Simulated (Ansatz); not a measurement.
A self-consistent single point of NbRu₃ (P4mm, 4 atoms in the cell) with Ansatz (a first-principles code).

Method of the run: LDA (PW92), harder PAW files (source: ansatz) made with PBE (plane waves; Ansatz).

The change in words: lattice scaled by 0.98; basis.ecutwfc: 30.9 Ry → 36.4 Ry; hamiltonian.pseudopotentials: {kind: paw} (the program's default PAW files) → {kind: paw, source: ansatz}. Reference geometry:
```
CELL_PARAMETERS angstrom
      3.86568     0.00000     0.00000
      0.00000     3.86568     0.00000
      0.00000     0.00000     3.86568
ATOMIC_POSITIONS crystal
  Nb 0.00000 0.00000 0.01293
  Ru 0.00000 0.50000 0.50000
  Ru 0.50000 0.00000 0.50000
  Ru 0.50000 0.50000 0.00000
```

Reference input (self-consistent single point, DFT, LDA (PW92), plane waves, default PAW files made with PBE): basis.ecutwfc = 30.9 Ry; kpoints.mp_grid.grid = 7 7 7; hamiltonian.xc = lda; hamiltonian.pseudopotentials = {kind: paw} (the program's default PAW files); scf.occupations.method = gaussian; scf.occupations.width = 0.0073 Ry. This run's input differs from it in these lines:

Ansatz 0.2 input:
```diff
@@ -3,5 +3,5 @@
   lattice:
-    - [3.865684, 0.000000, 0.000000]
-    - [0.000000, 3.865684, 0.000000]
-    - [0.000000, 0.000000, 3.865684]
+    - [3.788370, 0.000000, 0.000000]
+    - [0.000000, 3.788370, 0.000000]
+    - [0.000000, 0.000000, 3.788370]
   atoms:
@@ -12,3 +12,3 @@
 basis:
-  ecutwfc: 30.9 Ry
+  ecutwfc: 36.4 Ry
 kpoints:
@@ -17,3 +17,3 @@
   xc: lda
-  pseudopotentials: { kind: paw }
+  pseudopotentials: { kind: paw, source: ansatz }
 scf:
```

Output, abridged:

```
SCF iter   1: F=—  HF=-21732.046772 eV  |F-HF|=—  |Δ(HF+E_count)|=         —  Δρ=1.71e-1  dr2=2.07e1  ethr=3.10e-3  ⟨swp⟩=4.9  Hψ=4785  notcnv=0
all-band conjugate gradients solve this SCF's bands
preconditioner: auto → Kerker (q_TF=auto, 2.781 Å⁻¹)
SCF iter   2: F=—  HF=-21728.659793 eV  |F-HF|=—  |Δ(HF+E_count)|=    3.39e0  Δρ=7.67e-2  dr2=3.80e0  ethr=3.10e-3  ⟨swp⟩=2.0  Hψ=2855  notcnv=0  defer=72
   [... lines left out ...]
SCF iter   5: F=—  HF=-21727.890156 eV  |F-HF|=—  |Δ(HF+E_count)|=   3.57e-4  Δρ=4.82e-4  dr2=1.20e-4  ethr=2.12e-6  ⟨swp⟩=2.0  Hψ=2006  notcnv=0  defer=60
SCF iter   6: F=—  HF=-21727.890125 eV  |F-HF|=—  |Δ(HF+E_count)|=   3.08e-5  Δρ=7.85e-5  dr2=4.06e-6  ethr=1.97e-7  ⟨swp⟩=2.0  Hψ=1893  notcnv=0  defer=60
SCF iter   7: F=—  HF=-21727.890129 eV  |F-HF|=—  |Δ(HF+E_count)|=   4.49e-6  Δρ=2.13e-5  dr2=2.92e-7  ethr=6.65e-9  ⟨swp⟩=2.0  Hψ=1967  notcnv=0  defer=60
SCF iter   8: F=-21727.890129 eV  HF=-21727.890129 eV  |F-HF|=5.87e-9  |Δ(HF+E_count)|=   7.74e-8  Δρ=4.32e-6  dr2=8.90e-9  ethr=1.64e-10  ⟨swp⟩=9.2  Hψ=5461  notcnv=0
SCF 1 converged in 8 iterations: F = -21727.890129 eV  dr2 = 8.90e-9
Free energy (F): -21727.890129 eV
Internal energy: -21727.868771 eV  (E = F + TS)
E sigma→0 (E₀):  -21727.879450 eV
Entropy (-TS):   -0.021359 eV (-5.340 meV/atom)
Fermi energy:    23.418520 eV
--- Forces (eV/Å), atoms counted from 1 ---
  atom   1  Nb     0.00000000     0.00000000    -0.53414136
  atom   2  Ru    -0.00000000     0.00000000     0.27055483
  atom   3  Ru    -0.00000000     0.00000000     0.27055483
  atom   4  Ru     0.00000000     0.00000000    -0.00696714
--- Stress (GPa, compression-positive) ---
       10.535123       0.000000       0.000000
        0.000000      10.535123       0.000000
        0.000000       0.000000      10.525747
  P = ⅓ Tr σ = 10.5320 GPa (105.320 kbar)
  The stress holds the Pulay correction. Without it, at fixed plane waves, as pw.x and ABINIT print it: P = -5.4337 GPa
```

The run converged in 8 iterations. Against the reference run the pressure goes from -8.58 to 10.53 GPa and the largest force goes from 0.382 to 0.534 eV/Å.

The starting cell comes from a database of computed structures (which also holds hypothetical and non-ambient phases and stackings), without a prior relaxation at this level. Its lattice was rescaled by up to half a per cent. One atom was moved a little off its site on purpose. For this run, on top of that: lattice scaled by 0.98. Spin polarisation is off. Ansatz's pressure includes its estimate of the finite-basis (Pulay) stress. Without the estimate this run gives -5.43 GPa. The cutoff lies below the one recommended for these files.
